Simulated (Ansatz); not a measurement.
Consider AlPt$_{3}$ in the Cu3Au type structure (space group Pm-3m, No. 221; a = 3.875 Å; a cell from a computed database, its experimental status unchecked; relaxed with 0.1 eV smearing).

It is then changed as follows: every lattice vector is shortened by 0.15 %; the atoms relax in the strained cell.

Levels (all Ansatz, an electronic-structure program, PAW): PBEsol (420 eV, scalar-relativistic without spin-orbit coupling); PBEsol+SOC (420 eV, with spin-orbit coupling).

The geometry is relaxed with PBEsol.

* **PBEsol pressure**: 1.1 GPa

With PBEsol+SOC at the same geometry, the pressure drops by 0.3 GPa (1.1 GPa → 0.8 GPa).

Single points use the geometry relaxed with PBEsol. The spin-orbit shifts are approximate. Whether these cells are dynamically stable was not tested. The base started in P4/mbm and relaxed to Pm-3m at this level. The runs without spin-orbit coupling are not spin-polarised.
